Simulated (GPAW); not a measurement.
A series of runs on HgPd (P2_13, 8 atoms in the cell)

```
CELL_PARAMETERS angstrom
      5.32332     0.00000     0.00000
      0.00000     5.32332     0.00000
      0.00000     0.00000     5.32332
ATOMIC_POSITIONS crystal
  Hg 0.84356 0.65644 0.34356
  Hg 0.65644 0.34356 0.84356
  Hg 0.34356 0.84356 0.65644
  Hg 0.15644 0.15644 0.15644
  Pd 0.15255 0.34745 0.65255
  Pd 0.34745 0.65255 0.15255
  Pd 0.65255 0.15255 0.34745
  Pd 0.84745 0.84745 0.84745
```

Base run A: LDA (Perdew-Wang 92), GPAW PAW datasets LDA (gpaw-data 1.0.1) (GPAW), self-consistent single point.

Its settings: mode = pw; ecut = 600 eV; xc = LDA; kpts = 3 3 3; mesh shift (steps) = 0 0 0; occupations.name = methfessel-paxton; occupations.width = 0.05 eV; occupations.order = 1; nbands = -14; convergence.forces = 0.001 eV/Å; symmetry.symmorphic = false; symmetry.tolerance = 0.0005; maxiter = 150.

The starting cell comes from a database of computed structures (which also holds hypothetical and non-ambient phases and stackings), without a prior relaxation at this level. Spin polarisation is off. In the base run, with a pressure of about -11 GPa the cell is away from its equilibrium volume at this level. Without a gap this mesh is coarse (it stands for a supercell whose shortest vector is 16 Å).

Runs:
- B: xc: LDA → PBEsol; potentials: GPAW PAW datasets PBEsol (made by gpaw-setup) [PBEsol]
- C: xc: LDA → BLYP; potentials: GPAW PAW datasets BLYP (made by gpaw-setup) [BLYP]
- D: xc: LDA → MGGA_X_R2SCAN+MGGA_C_R2SCAN; potentials: GPAW PAW datasets PBE (gpaw-data 1.0.1) [r2SCAN]
- E: xc: LDA → vdW-DF2 (libvdwxc); potentials: GPAW PAW datasets PBE (gpaw-data 1.0.1) [vdW-DF2]
- F: xc: LDA → vdW-DF-cx (libvdwxc); potentials: GPAW PAW datasets PBE (gpaw-data 1.0.1) [vdW-DF-cx]

```json
[
 {"run": "A", "pressure (GPa)": "-11.21", "largest force (eV/Å)": "0.112"},
 {"run": "B", "pressure (GPa)": "[?]", "largest force (eV/Å)": "0.113"},
 {"run": "C", "pressure (GPa)": "[?]", "largest force (eV/Å)": "0.154"},
 {"run": "D", "pressure (GPa)": "-3.01", "largest force (eV/Å)": "0.154"},
 {"run": "E", "pressure (GPa)": "14.78", "largest force (eV/Å)": "0.176"},
 {"run": "F", "pressure (GPa)": "-2.96", "largest force (eV/Å)": "0.134"}
]
```

Some entries are withheld; supply them.


- B, pressure (GPa): -7.25
- C, pressure (GPa): 7.16

Left out of this page: 3 runs of the series held back from this collection.
